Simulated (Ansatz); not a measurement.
Results of PBEsol-D3(BJ) in Ansatz (PAW) for Hg (R-3m, No. 166, 1 atoms in the cell).

Settings: plane-wave cutoff 520 eV, 20×20×20 k mesh, Fermi–Dirac smearing 0.05 eV, scalar-relativistic PAW data made under PBE.

Response to compression and expansion:

Shape and atoms are relaxed at each volume.

```json
[
 {"V (Å³/atom)": "20.976", "P (GPa)": "2.61", "c (Å)": "6.834", "a (Å)": "3.261"},
 {"V (Å³/atom)": "21.413", "P (GPa)": "1.17", "c (Å)": "6.846", "a (Å)": "3.292"},
 {"V (Å³/atom)": "21.850", "P (GPa)": "0.00", "c (Å)": "6.842", "a (Å)": "3.326"},
 {"V (Å³/atom)": "22.287", "P (GPa)": "-0.92", "c (Å)": "6.823", "a (Å)": "3.364"},
 {"V (Å³/atom)": "22.724", "P (GPa)": "-1.67", "c (Å)": "6.785", "a (Å)": "3.406"}
]
```

Note: the relaxation could not lower the start's symmetry, so the cell can be a saddle point above a distorted one; the bulk modulus comes from volumes at which shape and atoms were relaxed.

Ansatz is a first-principles code.
